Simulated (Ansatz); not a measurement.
The starting structures come from a database of crystals and need not be the phases stable at ambient conditions.

 Where the default PAW files enter, the runs use the earlier of Ansatz's two default sets.

By LDA, the system below comes out a metal.

Without scattering a metal conducts by its projected Fermi surface.

Here is the system:

```xyz
2
Lattice="2.6585 0.0000 0.0000 0.0000 4.7427 0.0000 1.3293 -2.3714 2.3714" Properties=species:S:1:pos:R:3 pbc="T T T"
Si     0.6646     2.3714     0.0000
Si     1.3293     0.0000     0.0000
```

Space group of this cell: I4_1/amd. The cell is taken as given; by LDA its mean pressure is -0.8 GPa.

The current flows along the normal of the first two printed cell vectors, the (100) plane of the conventional cell. No spin-orbit coupling; the value is a mean over 0.1 eV about the Fermi level.

Task: State the ballistic conductance per area according to LDA (Ansatz, a first-principles code).

Result: 1.1 × 10¹⁵ S/m² for both spins.
